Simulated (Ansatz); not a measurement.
**PBE against PBEsol: hypothetical P4/nmm Co2Si, biaxial strain +0.31 %, plane normal [001], relaxed out of plane**

Take Co$_{2}$Si (space group P4/nmm, No. 129; a = 3.4547 Å, c = 5.7510 Å; ferromagnetic; a hypothetical phase, not in the database extracts checked) as the base. Axes: x, y, z lie along a, b, c of the conventional cell.

(Cell as relaxed with PBE.)

Levels (all Ansatz, a quantum-chemistry and plane-wave program, PAW): PBE (420 eV, without spin-orbit coupling); PBEsol (420 eV, no spin-orbit coupling).

Each level relaxes its own structure.

```
base                      PBE    PBEsol
-------------------  --------  --------
volume per atom      11.44 Å³  11.01 Å³
lattice parameter a   3.455 Å   3.406 Å
band gap                 zero      zero
largest site moment   0.93 μB   0.81 μB
```

Perturbation: biaxial strain +0.31 %, plane normal [001], relaxed out of plane (Cartesian); in-plane vectors clamped, the third vector and the atoms free.

```csv
quantity,PBE,PBEsol
magnetic state,ferromagnetic,ferromagnetic
largest site moment,0.95 μB,0.83 μB
shortest interatomic distance,2.250 Å,2.222 Å
"pressure (mean of the normal stresses, compression positive)",-0.6 GPa,-0.6 GPa
```

PBE's largest site moment lies 0.12 μB above PBEsol's; PBE's shortest interatomic distance lies 0.028 Å above PBEsol's (1.3 %); the two agree on the magnetic state and pressure. Neither level is exact; PBEsol is the comparison here, not a measurement.

Other magnetic orders, which the real material may have, were not ruled out. Whether these cells are dynamically stable was not tested.
